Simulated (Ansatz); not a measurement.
Hf: stress against strain

Hf (hcp, P6_3/mmc, 20.830 Å³/atom at rest, c along z) under a strain ε along c (axis z), the other axes held. LDA in Ansatz, a plane-wave DFT program (PAW, default set), 420 eV, 21×21×12 Γ-centred mesh, Fermi-Dirac smearing 0.10 eV; ions are relaxed within the symmetry of each cell. Stress is positive for a compressed cell.

Here s stands for strain and y for stress zz.

| strain (%) | stress zz (GPa) |
|---|---|
| -1.50 | 3.38 |
| -1.00 | 2.22 |
| -0.50 | 1.09 |
| 0.00 | 0.00 |
| 0.50 | -1.06 |
| 1.00 | -2.08 |
| 1.50 | -3.07 |
| 3.00 | ? |

Taking a straight line for y over the 7 complete rows: Means: s 0, y 0.069. About the means, the sum of products is -15.050 and the sum of squares of s is 7.0000; the slope is their ratio. Least squares gives y = 0.069 - 2.1500·s. Residuals (row less fit): 0.086, 0.001, -0.054, -0.069, -0.054, 0.001, 0.086; standard error 0.071 (degrees of freedom: 5). The slope gives the elastic constant C33 = 215 ± 3 GPa.

Problem. Estimate the missing y (s = 3.00); what did the run itself give?

Solution. y = 0.069 - 2.1500 × 3.0 = -6.381 GPa. The calculation gives -5.84 GPa, 0.541 GPa above the prediction (5.9 % of the range of y in the table). The row lies outside the fitted rows, so this is an extrapolation. From the scatter of the fitted rows alone, a prediction at this place has a standard error of 0.111 GPa, so the miss is 4.9 times that.

One order more, fitted to all 13 runs of the series, follows each within 0.01, so the miss is the next term of a smooth law. In a metal these values are sensitive to mesh and smearing; energies are taken to zero smearing, stresses follow the free energy. Rows are the converged runs of the series near zero and its far end; series whose fitted rows scatter by over a few per cent of the range, as at a crossing or softening among them, aren't shown in this form. Most that stay on the fit to the last digits aren't either.
